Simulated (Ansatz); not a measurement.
Consider Re in the hcp (Mg type) structure (space group P6_3/mmc, No. 194; a = 2.775 Å, c = 4.483 Å).

Method: PBE, PAW, 420 eV (Ansatz, a quantum-chemistry and plane-wave program; no SOC), earlier PAW set.

One change was made to it. Results:

The shortest interatomic distance decreases by 0.164 Å to 2.591 Å; the density goes up by 4.18 g/cm³, from 20.68 g/cm³ to 24.86 g/cm³.

Question: Name the change that was made.
A. pressure −2 GPa
B. pressure −1 GPa
C. pressure 7 GPa
D. pressure 100 GPa
E. pressure 15 GPa

Answer: D, pressure 100 GPa. For comparison, the shortest interatomic distance in the other runs: pressure −1 GPa gives 2.758 Å; pressure −2 GPa gives 2.760 Å; pressure 15 GPa gives 2.721 Å; pressure 7 GPa gives 2.738 Å.

Load acts through the strain it causes; cell and atoms are relaxed under it. No phonon test of stability was made. No other phases were tried under pressure. The final runs are not spin-polarised.
